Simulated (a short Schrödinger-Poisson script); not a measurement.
Structure: gated In0.52Al0.48As/In0.53Ga0.47As modulation-doped gas in a quantum well, at 77 K.

```csv
layer,material,thickness (nm),Nd (cm⁻³),Na (cm⁻³)
1,In0.52Al0.48As,8,-,-
2,In0.52Al0.48As,10,1.4e18,-
3,In0.52Al0.48As,2,-,-
4,In0.53Ga0.47As,15,-,-
5,In0.52Al0.48As,4000,-,5e15
```

The device is made up for the run: typed textbook-type constants, with dimensions and the other settings drawn at random. In0.52Al0.48As: permittivity 12.5, conduction-band edge (eV) 0.52, gap (eV) 1.45, electron mass (mₑ) 0.075, Nv at 300 K (cm⁻³) 1.1e19. In0.53Ga0.47As: permittivity 13.9, conduction-band edge (eV) 0, gap (eV) 0.74, Nv at 300 K (cm⁻³) 7.7e18.

Channel valleys (confinement mass, in-plane density-of-states mass, number): Γ 0.041, 0.041, 1. At the gate the conduction-band edge of layer 1 lies 0.65 eV − eVg above the Fermi level of the channel; the field vanishes at the back. Donor level 0.02 eV below the band edge. The barrier under the gate holds no holes. Gaps are held at their typed values at every temperature. Mesh 0.08 nm at interfaces.

Solved with a short Schrödinger-Poisson script written for these runs: 1D Poisson equation in equilibrium, electrons quantum, Hartree (BenDaniel-Duke, 40 states a valley, the channel's in-plane mass for all, wave functions free to enter the barrier), parabolic valleys, classical holes, donors ionised by Fermi statistics, acceptors fully, no traps, pinning or gate leakage.

The same stack at other levels of the model or other numerical settings:

```
run                                                                  sheet density of all electrons at Vg = 0.4 V (cm⁻²)  capacitance at Vg = 0.4 V (μF/cm²)  centroid of the channel electrons at Vg = 0.4 V (nm)  gate voltage at 1e11 electrons/cm² (V)  rough cost against the base
-------------------------------------------------------------------  ---------------------------------------------------  ----------------------------------  ----------------------------------------------------  --------------------------------------  ---------------------------
base                                                                                                             1.03e12                               0.414                                                  5.43                                    0.03                      about 1
electrons treated as classical, Boltzmann                                                                        1.44e12                                 ___                                                  1.01                                   -0.01                         0.03
electrons treated as classical, Fermi-Dirac                                                                          ___                               0.423                                                  4.73                                     ___                          0.1
electrons treated as quantum, Hartree plus LDA exchange-correlation                                              1.06e12                               0.419                                                  5.35                                    0.02                      about 1
mesh six times as coarse                                                                                         1.03e12                               0.414                                                  5.41                                    0.03                          0.2
one subband a valley                                                                                             1.03e12                               0.413                                                  5.43                                    0.03                          0.2
```

Task: What belongs in the gaps?

Result: 
- electrons treated as classical, Boltzmann, capacitance at Vg = 0.4 V (μF/cm²): 0.537
- electrons treated as classical, Fermi-Dirac, gate voltage at 1e11 electrons/cm² (V): 0.00
- electrons treated as classical, Fermi-Dirac, sheet density of all electrons at Vg = 0.4 V (cm⁻²): 1.10e12

The classical rows ignore confinement, and Boltzmann statistics overrate the density once the band edge passes the Fermi level.
